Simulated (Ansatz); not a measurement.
## What strain tensor (xx, yy, zz, yz, xz, xy) = (+0.98, −0.26, −0.02, +0.16, +1.86, −0.34) % does to SrO

Consider SrO in the rock salt structure (space group Fm-3m, No. 225; a = 5.122 Å). Axes: x, y, z lie along the cube axes.

One thing is altered: the symmetric strain tensor [0.0098 -0.0034 0.0186; -0.0034 -0.0026 0.0016; 0.0186 0.0016 -0.0002]; the atoms relax in the strained cell.

Computed with DFT with PBEsol, PAW potentials and a 420 eV plane-wave cutoff in Ansatz (a program for electronic structure), no spin-orbit coupling. k-mesh 11×11×11 (Γ-centred); smearing 0.05 eV (Fermi–Dirac).

| quantity | base | changed | shift |
|---|---|---|---|
| space group | Fm-3m (No. 225) | P-1 (No. 2) | – |
| shortest interatomic distance | 2.561 Å | 2.554 Å | -0.007 Å |
| energy relative to the base (free energy F) | 0 meV/atom | +4.8 meV/atom | +4.8 meV/atom |
| pressure (mean of the normal stresses, compression positive) | 0.01 GPa | -0.62 GPa | -0.63 GPa |
| band gap | 3.20 eV | 3.14 eV | -0.06 eV |
| gap character | – | indirect, Γ → V | – |
| smallest direct gap | 3.26 eV | 3.21 eV | -0.056 eV |
| valence-band top at Γ (three highest levels, from the VBM) | 0.00, 0.00, 0.00 eV | 0.00, -0.03, -0.09 eV | – |
| valley order (the lowest conduction-band minima on the path, energy above the VBM, named in the base's zone) | X along ⟨100⟩ 3.20 eV; Γ 3.93 eV | X along [010] 3.14 eV; X along [001] 3.15 eV; X along [100] 3.18 eV; Γ 3.83 eV | – |
| stress (xx, yy, zz, yz, xz, xy; compression positive) | – | (-1.53, -0.05, -0.28, -0.14, -2.01, 0.35) GPa | – |

Stability against distortions was not tested. k-point labels follow each cell's own Brillouin zone.
